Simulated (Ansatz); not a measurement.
Consider MoSi₂ (space group I4/mmm, No. 139; a = 3.217 Å, c = 7.875 Å; relaxed with 0.1 eV smearing).

The values are results of Kohn–Sham DFT with the PBE functional, run in Ansatz (a first-principles code) with PAW and 420 eV plane waves, scalar-relativistic without spin-orbit coupling, not measurements.

Base values:

The pressure is 0.0 GPa.

The change: every lattice vector is stretched by 2.00 %; the atoms relax in the strained cell.

### Question
What happens to the energy relative to the base and pressure?

### Answer
The energy goes up by 29 meV/atom; the pressure (mean of the normal stresses, compression positive) goes from zero to -10.6 GPa.

No phonon test of stability was made. All final runs are without spin polarisation.
